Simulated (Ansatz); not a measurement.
The parent structure is BN in the wurtzite structure (space group P6_3mc, No. 186; a = 2.5541 Å, c = 4.2239 Å).

All numbers come from PBE (Ansatz, a quantum-chemistry and plane-wave program), spin-orbit coupling left out, earlier PAW set.

Carriers are added at fixed cell with a uniform background; the Fermi–Dirac width is that of 300 K.

One change was made to it. Results:

```tsv
quantity	base	after
Fermi level relative to the doped band's edge (positive inside the band; to 0.05 eV)	–	+2.25 eV
gap between the host's bands	5.22 eV	4.03 eV
gap character	indirect, Γ → K	indirect, Γ → K
```

**Question.** What was done to the base?
A) holes 1.0×10^21 cm⁻³
B) holes 1.0×10^22 cm⁻³
C) electrons 2.0×10^22 cm⁻³
D) electrons 1.0×10^21 cm⁻³
E) holes 2.0×10^22 cm⁻³

**Answer.** C, electrons 2.0×10^22 cm⁻³. For comparison, the Fermi level from band edge in the other runs: holes 1.0×10^22 cm⁻³ gives +0.95 eV; holes 2.0×10^22 cm⁻³ gives +1.35 eV; holes 1.0×10^21 cm⁻³ gives +0.25 eV; electrons 1.0×10^21 cm⁻³ gives +0.50 eV.

Carriers are added with a uniform compensating background; total energy and stress of such cells depend on the potential's zero and are not compared; many-body gap narrowing is missing at this level. No phonon test of stability was made.
